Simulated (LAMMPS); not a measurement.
LAMMPS 22 Jul 2025, classical MD, Buckingham with full ionic charges: MgO, 13824 atoms.

```text
units metal
atom_style charge
read_data unit.data
replicate 12 12 12
pair_style buck/coul/long 10.0
pair_coeff 1 1 0.0 1.0 0.0
pair_coeff 1 2 1428.5 0.2945 0.0
pair_coeff 2 2 22764.0 0.149 27.88
kspace_style pppm 0.0001
velocity all create 2400 4928 dist gaussian loop geom
fix 1 all nve
fix 2 all langevin 1200 1200 0.04 9876 zero yes
timestep 0.001
thermo 100
run 300
reset_timestep 0
write_restart start.rst
```

```text
read_restart start.rst
pair_style buck/coul/long 10.0
pair_coeff 1 1 0.0 1.0 0.0
pair_coeff 1 2 1428.5 0.2945 0.0
pair_coeff 2 2 22764.0 0.149 27.88
kspace_style pppm 0.0001
neighbor 2.0 bin
neigh_modify every 1 delay 0 check yes
fix 1 all nve
timestep 0.001
thermo_style custom step temp pe etotal press
thermo_modify format float %.10g
thermo 100
group probe id 1:48
dump probe probe custom 1000000 forces.txt id fx fy fz
dump_modify probe sort id format float %.8g
run 500
```

```bash
# ahead of the timed run: OMP_NUM_THREADS=1 mpirun -np 48 lmp -in in.warm -log none -nocite
OMP_NUM_THREADS=32 mpirun -np 1 lmp -sf omp -pk omp 32 -in in.lmp -log log.lammps -nocite
```

It runs on a single node (Arm Neoverse V2, 96 cores on 1 socket, no SMT, 1 L3 cache group).

On 1 rank × 32 threads this takes 5.6 s. Wall times, medians of two to five repeats, each run alone on the node (launch to exit). Processes are pinned to neighbouring cores unless said otherwise. The build: PyPI wheel: MPICH, OPENMP and OPT packages; another build can shift the numbers. Scratch files lie in a memory file system. A preparatory run goes ahead and isn't timed.

Q: What should be changed to get the same answer (within 1.0 meV/atom in energy, 10 meV/Å in forces on 48 atoms, 0.20 meV an atom in drift of the total energy) sooner? Keep to 32 cores.

A: This is not unique; one that fits is going from 1 rank × 32 threads to 32 ranks, one of the fastest of the measured ones that keep the result.

```diff
-OMP_NUM_THREADS=32 mpirun -np 1 lmp -sf omp -pk omp 32 -in in.lmp -log log.lammps -nocite
+OMP_NUM_THREADS=1 mpirun -np 32 lmp -sf omp -pk omp 1 -in in.lmp -log log.lammps -nocite
```

Time: 5.6 s to 1.7 s (3.2× as fast). The largest move is in long-range solver (Kspace): 4.2 s to 0.43 s. As resolved by the program: grid of ranks 1 by 1 by 1 against 4 by 2 by 4. These two results differ by: energy equal as printed, forces on 48 atoms equal as printed, drift of the total energy equal as printed. Others tried: 32 ranks (1.8 s); 16 ranks × 2 threads, suffix = omp (1.9 s); 8 ranks × 4 threads, suffix = omp (2.2 s); 4 ranks × 8 threads, suffix = omp (2.9 s).
